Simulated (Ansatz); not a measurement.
Phonon-limited resistivity of Zr$_{2}$PbC (P6_3/mmc) against temperature in μΩ·cm, PBEsol, DFPT electron-phonon coupling, linearised Boltzmann equation (Ansatz, a quantum-chemistry and plane-wave program), harmonic crystal at a fixed cell. x, y and z are the axes of this cell:
```
PbZr2C
1.0
    3.37221     0.00000     0.00000
   -1.68611     2.92042     0.00000
    0.00000     0.00000    14.72626
Zr Pb C
4 2 2
Cartesian
  1.68611   0.97347  13.50529
  0.00000   1.94695   1.22098
  0.00000   1.94695   6.14216
  1.68611   0.97347   8.58411
  1.68611   0.97347   3.68157
  0.00000   1.94695  11.04470
  0.00000   0.00000   0.00000
  0.00000   0.00000   7.36313
```

| T | ρ (x, y) | ρ (z) |
|---|---|---|
| 50 K | 0.62 | 2.0 |
| 77 K | 1.81 | 5.4 |
| 100 K | 3.0 | … |
| 150 K | 5.9 | … |
| 200 K | 8.7 | 25 |
| 250 K | 11.6 | 33 |
| 273 K | 12.9 | 36 |
| 300 K | 14.4 | 41 |
| 350 K | 17.3 | 48 |
| 400 K | 20 | 56 |

Task: Fill in the missing entries.

Result: 
- 100 K, ρ (z): 8.8
- 150 K, ρ (z): 16.6

A metal at this level (no band gap). Only scattering by harmonic phonons is included (no impurities, grain boundaries, electron-electron scattering or thermal expansion). Spin-orbit coupling is left out, which matters with elements this heavy. Halving the electron mesh (28x28x8) moves the resistivity by up to 10 %. Smearing 0.20 eV; phonons on a 5x5x1 q mesh, which this run doesn't test and which matters most at low temperature.

Computed structure with no diffraction record at hand here (it may be known, metastable or hypothetical): Zr2PbC (P6_3/mmc).
